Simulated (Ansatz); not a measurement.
Base system: SiO2 in the rutile structure (space group P4_2/mnm, No. 136; a = 4.236 Å, c = 2.690 Å).

All numbers come from DFT with PBE, PAW potentials and a 420 eV plane-wave cutoff in Ansatz (a program for electronic structure), no SOC, earlier PAW set.

For the base:

Hole mass: 1.9 mₑ along c, 1.1 mₑ across (at Γ)
Valence-band top at Γ: 0.00, -0.85, -0.85 eV
Electron mass: 0.36 mₑ along c, 0.45 mₑ across (at Γ)
Lattice parameter a: 4.236 Å

Perturbation: a hydrostatic pressure of 4.5 GPa.

Q: How does this affect the hole mass?

A: The hole mass changes from 1.9 mₑ along c, 1.1 mₑ across (at Γ) to 1.8 mₑ along c, 1.1 mₑ across (at Γ).

Q: What happens to the valence-band top at Γ?

A: The valence-band top at Γ (three highest levels, from the VBM) goes from 0.00, -0.85, -0.85 eV to 0.00, -0.87, -0.87 eV.

Q: Estimate the effect on the electron mass.

A: The electron mass changes from 0.36 mₑ along c, 0.45 mₑ across (at Γ) to 0.37 mₑ along c, 0.47 mₑ across (at Γ).

Q: What does the calculation give for the lattice parameter a after the change?

A: The lattice parameter a falls by 0.029 Å, from 4.236 Å to 4.207 Å.

The levels and masses belong to the bands next to the band gap. Load acts through the strain it causes; cell and atoms are relaxed under it. Masses are band curvatures over ±0.01 Å⁻¹ around the edge. No phonon test of stability was made.
